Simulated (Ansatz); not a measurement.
Abridged Ansatz (a program for electronic structure) output:

```
Pseudopotential: Si, paw, valence charge 4
Pseudopotential: Ti, paw, valence charge 12
Crystal: 6 atoms, lattice volume = 86.091 Å³
Basis set: ecut = 420 eV, 1685 PW (Γ), exchange–correlation on 96×96×48 points (8 copies of the dense FFT grid, shifted against one another)
Bands: 26, of which v1, the nominal top of the filled ones, is band 20 counted from 1 (19 counted from 0)
Symmetry: 8 space group operations
k-points: 399 of 2548
Functional: x = pbe(κ = 0.804, μ = 0.2195149727645171), c = pbe(β = 0.06672455060314922)
SCF iter   1: F=—  HF=-7545.978406 eV  |F-HF|=—  |Δ(HF+E_count)|=         —  Δρ=5.85e-3  dr2=4.66e-2  ethr=1.77e-3  ⟨swp⟩=6.3  Hψ=52814  notcnv=0
SCF iter   2: F=—  HF=-7545.973288 eV  |F-HF|=—  |Δ(HF+E_count)|=   5.12e-3  Δρ=2.34e-3  dr2=7.98e-3  ethr=1.16e-4  ⟨swp⟩=2.0  Hψ=15862  notcnv=0  defer=45
SCF 1 converged in 8 iterations: F = -7545.972692 eV  dr2 = 9.72e-11
SCF converged after 8 iterations
Free energy (F): -7545.972692 eV
Internal energy: -7545.959281 eV  (E = F + TS)
E sigma→0 (E₀):  -7545.965987 eV
Entropy (-TS):   -0.013411 eV (-2.235 meV/atom)
Fermi energy:    12.780056 eV
--- Forces (eV/Å), atoms counted from 1 ---
  atom   1  Si     0.00000000    -0.00177562     0.00000000
  atom   2  Si     0.00000000     0.00177562     0.00000000
  atom   3  Si     0.00000000     0.00056790     0.00000000
  atom   4  Si     0.00000000    -0.00056790     0.00000000
  atom   5  Ti     0.00000000    -0.00034048     0.00000000
  atom   6  Ti     0.00000000     0.00034048     0.00000000
--- Stress (GPa, compression-positive) ---
       -0.000477       0.000000       0.000000
        0.000000       0.000540       0.000000
        0.000000       0.000000      -0.003689
  P = ⅓ Tr σ = -0.0012 GPa (-0.012 kbar)
```

Task: What was computed, and what are the main results?

Result: TiSi2, 6 atoms in the cell, with PBE, PAW, 420 eV (Ansatz; scalar-relativistic without spin-orbit coupling). The last SCF converged to F = -7545.972692 eV, or -1257.6621 eV per atom, at a pressure of 0.00 GPa. The total energy compares only with runs of the same code, potentials and settings.

Whether these cells are dynamically stable was not tested. All final runs are without spin polarisation. The cell is TiSi₂ (space group Cmcm, No. 63).
